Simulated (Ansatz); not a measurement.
## Response to strain in GaP

Start from GaP in the zinc blende structure (space group F-43m, No. 216; a = 5.438 Å). Axes: x, y, z lie along the cube axes.

Strains are applied to the cell and any free atomic positions relax; under biaxial strain the out-of-plane vector relaxes too; under stress the whole cell relaxes.

Computed with PBEsol/PAW in Ansatz (a first-principles code), spin-orbit coupling left out.

Q: Only one of these has a direct gap. Which?
A. uniaxial stress, 3 GPa tension along z
B. isotropic strain +1.55 %
C. uniaxial strain ε_yy = +3.02 %
D. biaxial strain −3.68 %, plane normal [111], relaxed out of plane

A: B, isotropic strain +1.55 %. Computed: biaxial strain −3.68 %, plane normal [111], relaxed out of plane: indirect, Γ → F; isotropic strain +1.55 %: direct at Γ; uniaxial strain ε_yy = +3.02 %: indirect, Γ → Γ–X (87 % along); uniaxial stress, 3 GPa tension along z: indirect, Γ → Γ–X (87 % along)

Semilocal Kohn–Sham gaps tend to fall short of experiment. Beyond what the load breaks, stability against distortions was not tested. k-point labels follow each cell's own Brillouin zone.
